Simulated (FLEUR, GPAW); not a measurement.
A GPAW input for a self-consistent single point of AlCo3 (P6_3/mmc, 8 atoms in the cell) (DFT PBEsol, plane waves, GPAW PAW datasets PBEsol (made by gpaw-setup)):

```python
from ase import Atoms
from ase.units import GPa
from gpaw import GPAW

atoms = Atoms(['Al', 'Al', 'Co', 'Co', 'Co', 'Co', 'Co', 'Co'],
              cell=[[5.188533, 0.000000, 0.000000],
                    [-2.594267, 4.493402, 0.000000],
                    [0.000000, 0.000000, 4.177577]],
              scaled_positions=[[0.666667, 0.333333, 0.250000],
                                [0.333333, 0.666667, 0.750000],
                                [0.164880, 0.329760, 0.250000],
                                [0.835120, 0.670240, 0.750000],
                                [0.835120, 0.164880, 0.750000],
                                [0.164880, 0.835120, 0.250000],
                                [0.670240, 0.835120, 0.250000],
                                [0.329760, 0.164880, 0.750000]],
              pbc=True)

atoms.set_initial_magnetic_moments([0.0, 0.0, 3.0, 3.0, 3.0, 3.0, 3.0, 3.0])

calc = GPAW(spinpol=True,
            mode={'name': 'pw', 'ecut': 800},
            xc='PBEsol',
            kpts=(5, 5, 5),
            occupations={'name': 'methfessel-paxton', 'width': 0.05, 'order': 0},
            nbands=-14,
            convergence={'density': 1e-05, 'energy': 1e-05},
            symmetry={'symmorphic': False, 'tolerance': 0.0005},
            maxiter=150)

atoms.calc = calc

energy = atoms.get_potential_energy()
print('Energy (eV):', round(energy, 6))
forces = atoms.get_forces()
print('Forces (eV/Ang):')
print(forces.round(5))
stress = atoms.get_stress()
print('Stress (GPa, Voigt):', (stress / GPa).round(4))
```

Question: Give the FLEUR input for the same structure, mesh, smearing and functional.

Answer: One input that does it (others would too):

Input of the input generator:

```
AlCo3
&input film=f /
9.8049070281 0.0000003171 0.0000000000
-4.9024537886 8.4912984095 0.0000000000
0.0000000000 0.0000000000 7.8944763945
1.0
1.0 1.0 1.0

8
13 0.6666666667 0.3333333333 0.2500000000 : 0.00
13 0.3333333333 0.6666666667 0.7500000000 : 0.00
27 0.1648800000 0.3297600000 0.2500000000 : 3.00
27 0.8351200000 0.6702400000 0.7500000000 : 3.00
27 0.8351200000 0.1648800000 0.7500000000 : 3.00
27 0.1648800000 0.8351200000 0.2500000000 : 3.00
27 0.6702400000 0.8351200000 0.2500000000 : 3.00
27 0.3297600000 0.1648800000 0.7500000000 : 3.00

&comp jspins=2 /
&exco xctyp='PBEs' /
&kpt div1=5 div2=5 div3=5 /
&end /
```

```xml
<?xml version="1.0" encoding="UTF-8" standalone="no"?>
<fleurInput fleurInputVersion="0.39">
   <comment>
      AlCo3                                                                                               
   </comment>
   <calculationSetup>
      <cutoffs Kmax="3.6" Gmax="10.8" GmaxXC="10.8" numbands="0"/>
      <scfLoop itmax="60" minDistance="0.00001" maxIterBroyd="99" imix="Anderson" alpha="0.05" precondParam="0.0" spinf="2.0"/>
      <coreElectrons ctail="T" frcor="F" kcrel="0" coretail_lmax="0"/>
      <xcFunctional name="PBEs" relativisticCorrections="F"/>
      <magnetism jspins="2"/>
      <soc l_soc="F" theta="0.0" phi="0.0" spav="F"/>
      <expertModes spex="0" secvar="F"/>
      <geometryOptimization l_f="T" forcealpha="1.0" forcemix="BFGS" epsdisp="0.00001" epsforce="0.00001"/>
      <ldaU l_linMix="F" mixParam="0.05" spinf="1.0"/>
   </calculationSetup>
   <cell>
      <bzIntegration valenceElectrons="96.0" mode="gauss" fermiSmearingEnergy="0.00183747">
         <kPointListSelection listName="default-1"/>
         <!-- k-points included here -->
         <xi:include xmlns:xi="http://www.w3.org/2001/XInclude" href="kpts.xml"> </xi:include>
      </bzIntegration>
      <!-- symmetry operations included here -->
      <xi:include xmlns:xi="http://www.w3.org/2001/XInclude" href="sym.xml"> </xi:include>
      <bulkLattice scale="1.0">
         <bravaisMatrix>
            <row-1>    9.8049070281000006     0.0000003171000000     0.0000000000000000</row-1>
            <row-2>   -4.9024537885999999     8.4912984095000006     0.0000000000000000</row-2>
            <row-3>    0.0000000000000000     0.0000000000000000     7.8944763944999998</row-3>
         </bravaisMatrix>
      </bulkLattice>
   </cell>
   <atomSpecies>
      <species name="Aluminum (Al)" element="Al" atomicNumber="13">
         <mtSphere radius="2.24" gridPoints="791" logIncrement="0.015"/>
         <atomicCutoffs lmax="8" lnonsphr="6"/>
         <electronConfig flipSpins="F">
            <coreConfig>(1s1/2) (2s1/2) (2p1/2) (2p3/2)</coreConfig>
            <valenceConfig>(3s1/2) (3p1/2) (3p3/2)</valenceConfig>
            <stateOccupation state="(3p1/2)" spinUp="0.1666666667" spinDown="0.1666666667"/>
            <stateOccupation state="(3p3/2)" spinUp="0.3333333333" spinDown="0.3333333333"/>
         </electronConfig>
         <energyParameters s="3" p="3" d="3" f="4"/>
      </species>
      <species name="Cobalt (Co3.000" element="Co" atomicNumber="27">
         <mtSphere radius="2.21" gridPoints="781" logIncrement="0.016"/>
         <atomicCutoffs lmax="8" lnonsphr="6"/>
         <electronConfig flipSpins="F">
            <coreConfig>(1s1/2) (2s1/2) (2p1/2) (2p3/2) (3s1/2)</coreConfig>
            <valenceConfig>(3p1/2) (3p3/2) (4s1/2) (3d3/2) (3d5/2)</valenceConfig>
            <stateOccupation state="(3d3/2)" spinUp="2.0" spinDown="0.8"/>
            <stateOccupation state="(3d5/2)" spinUp="3.0" spinDown="1.2"/>
         </electronConfig>
         <energyParameters s="4" p="4" d="3" f="4"/>
         <lo type="SCLO" l="1" n="3" eDeriv="0"/>
      </species>
   </atomSpecies>
   <atomGroups>
      <atomGroup species="Aluminum (Al)">
         <relPos label="                   1">-1.000/3.000 1.000/3.000 1.000/4.000</relPos>
         <relPos label="                   2">1.000/3.000 -1.000/3.000 -1.000/4.000</relPos>
         <force calculate="T" relaxXYZ="TTT"/>
      </atomGroup>
      <atomGroup species="Cobalt (Co3.000">
         <relPos label="                   3">.1648800000 .3297600000 1.000/4.000</relPos>
         <relPos label="                   4">-.1648800000 -.3297600000 -1.000/4.000</relPos>
         <relPos label="                   5">-.1648800000 .1648800000 -1.000/4.000</relPos>
         <relPos label="                   6">.1648800000 -.1648800000 1.000/4.000</relPos>
         <relPos label="                   7">-.3297600000 -.1648800000 1.000/4.000</relPos>
         <relPos label="                   8">.3297600000 .1648800000 -1.000/4.000</relPos>
         <force calculate="T" relaxXYZ="TTT"/>
      </atomGroup>
   </atomGroups>
   <output dos="F" band="F" slice="F">
      <checks vchk="F" cdinf="F"/>
      <bandDOS minEnergy="-.5*Htr" maxEnergy="0.5*Htr" sigma="0.015" storeEVData="T"/>
      <vacuumDOS vacdos="F" integ="F" star="F" nstars="0" locx1="0.0" locy1="0.0" locx2="0.0" locy2="0.0" nstm="0" tworkf="0.0"/>
      <unfoldingBand unfoldBand="F" supercellX="1" supercellY="1" supercellZ="1"/>
      <plotting iplot="0" polar="F">
         <plot TwoD="T" vec1="  1.0  0.0  0.0" vec2="  0.0  1.0  0.0" vec3="  0.0  0.0  1.0" zero="  0.0  0.0  0.0" file="plot"/>
      </plotting>
      <chargeDensitySlicing numkpt="0" minEigenval="0.0" maxEigenval="0.0" nnne="0" pallst="F"/>
      <specialOutput eonly="F"/>
      <magneticCircularDichroism mcd="F" energyLo="-10.0" energyUp="0.0"/>
   </output>
  <!-- We include the file relax.xml here to enable relaxations (see documentation) -->
  <xi:include xmlns:xi="http://www.w3.org/2001/XInclude" href="relax.xml"> <xi:fallback/> </xi:include>
</fleurInput>
```

Basis, cutoffs, solver keys and any potentials are the target program's own. This input uses DFT, PBEsol, all-electron FLAPW (FLEUR), scalar-relativistic valence. Both were run: size of the net moment 0.95 μB/atom in GPAW and 0.94 in FLEUR.

On FLEUR: the starting cell comes from a database of computed structures (which also holds hypothetical and non-ambient phases and stackings), without a prior relaxation at this level. Its lattice was rescaled by a random factor within 2.5 % of one. The magnetic order is the one reached from the typed start; others were not searched systematically. Values depend on the basis (sphere radii, cutoffs, local orbitals), which need not be converged.

On GPAW: the starting cell comes from a database of computed structures (which also holds hypothetical and non-ambient phases and stackings), without a prior relaxation at this level. Its lattice was rescaled by a random factor within 2.5 % of one. The magnetic order is the one reached from the typed start; others were not searched systematically. With a pressure of about -17 GPa the cell is away from its equilibrium volume at this level.
